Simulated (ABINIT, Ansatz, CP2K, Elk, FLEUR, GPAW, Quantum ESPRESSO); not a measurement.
**CsLuS2 (P6_3/mmc, 8 atoms in the cell) computed with different codes at matched settings**

Self-consistent single point, at a second geometry (lattice scaled by 0.98). First geometry:

```
CsLuS2
1.0
    3.98921     0.00000     0.00000
   -1.99460     3.45476     0.00000
    0.00000     0.00000    16.05658
Cs Lu S
2 2 4
Direct
  0.33333   0.66667   0.25000
  0.66667   0.33333   0.75000
  0.00000   0.00000   0.50000
  0.00000   0.00000   0.00000
  0.33333   0.66667   0.91088
  0.66667   0.33333   0.08912
  0.66667   0.33333   0.41088
  0.33333   0.66667   0.58912
```

Shared settings, as Ansatz (an electronic-structure program) writes them: kpoints.mp_grid.grid = 5 5 1; scf.occupations.method = fixed. Potentials and cutoffs stand in the table.

| code | model | ΔF from the first geometry (meV/atom) | pressure (GPa) | largest force (eV/Å) | gap on the mesh (eV) | cutoff |
|---|---|---|---|---|---|---|
| Ansatz | LDA (PW92), PAW files made with PBE | -19.5 | -0.28 | 0.242 | 1.861 | default |
| GPAW | LDA (Perdew-Wang 92), GPAW PAW datasets LDA (gpaw-data 1.0.1) | -17.7 | -0.10 | 0.253 | 1.859 | 800 eV |
| Elk | LDA (PW92), all-electron FP-LAPW, Elk's shipped species files, default APW+lo basis | -14.5 | – | – | 1.868 | rgkmax 7 |
| FLEUR | LDA (Vosko-Wilk-Nusair), all-electron FLAPW (FLEUR), scalar-relativistic valence | -18.9 | – | – | 1.866 | Kmax 4.3 1/bohr |
| ABINIT | LDA (PW92), PAW (JTH v2.0 LDA PAW) | -13.8 | 0.09 | 0.353 | 1.801 | 24 Ha |
| Quantum ESPRESSO | LDA (PZ), PseudoDojo standard norm-conserving (PBE) pseudopotentials | -20.4 | -0.37 | 0.221 | 1.763 | 100 Ry |
| CP2K | LDA (Pade form), GPW, DZVP-MOLOPT-SR-GTH basis, GTH-PADE potentials (GTH_POTENTIALS) | -20.9 | -0.37 | 0.196 | 2.019 | grid 500 Ry |

A dash marks a value that a program does not give, or that is left out as unsure.

Gaps are read on the mesh.

On Ansatz's run: spin-orbit coupling is off.

The spread over the programs that give each value: ΔF from the first geometry within 7.1 meV/atom; pressure within 0.46 GPa; largest force within 0.157 eV/Å; gap on the mesh within 0.256 eV.

CP2K uses small atom-centred bases, whose incompleteness enters pressures, forces and empty levels differently from a plane-wave cutoff. Elk and FLEUR treat all electrons, but the usual bases taken here (sphere radii, linearisation, local orbitals, empty states) were not tested for convergence, so the values are no reference for the others. Ansatz's pressure is given at a fixed set of plane waves, as the other plane-wave codes print theirs. The same LDA comes in different parametrisations, which differ slightly. In the gap, CP2K (by 0.189) lies more than 0.12 eV from the median of the plane-wave programs. In the force vectors, ABINIT (by 0.105) lies more than 0.08 eV/Å from the median of the plane-wave programs.

The starting cell comes from a database of computed structures (which also holds hypothetical and non-ambient phases and stackings), without a prior relaxation at this level. For this run, on top of that: lattice scaled by 0.98.

Keys are those of Ansatz 0.2.
